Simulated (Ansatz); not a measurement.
Start from NiSi₂ (space group Fm-3m, No. 225; a = 5.387 Å; non-magnetic).

Level of theory: r2SCAN (Ansatz, a first-principles code; PAW; 500 eV plane waves; spin-orbit coupling left out).

Before the change:

| Property | Value |
|---|---|
| Pressure | 0.0 GPa |
| Band gap | zero |

It is then changed as follows: the cell is scaled by 0.9903 in all directions; the atoms relax in the strained cell.

Problem. Predict the new pressure, energy relative to the base and band gap.

Solution. The pressure goes from zero to 5.1 GPa; the energy rises by 5.8 meV/atom; the band gap is still zero.

No phonon test of stability was made. Starting moments died away, wholly or in part, for the base; another magnetic solution may exist. The final runs are not spin-polarised.
